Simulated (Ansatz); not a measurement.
Results of PBE (PAW; Ansatz, an electronic-structure program) for β-phase InSe (model structure).

Rigid layers of the crystal as relaxed at this level are moved apart or together:

```csv
run,layer repeat (Å),energy against free layers (meV/Å²),gap on the mesh (eV)
1,8.02,8.98,0.041
2,8.17,5.30,0.067
3,8.32,2.89,0.132
4,8.52,0.96,0.253
5,8.82,-0.34,0.459
6,9.32,-0.78,0.773
7,10.32,-0.42,1.141
8,12.32,-0.03,1.348
```

The lowest energy of these points lies at a layer repeat of 9.32 Å.

Spin–orbit coupling is not included.

A model structure was made by putting elements into a prototype or built by hand; it is no filed structure, need not be a known phase, and can be a saddle point held by its symmetry.
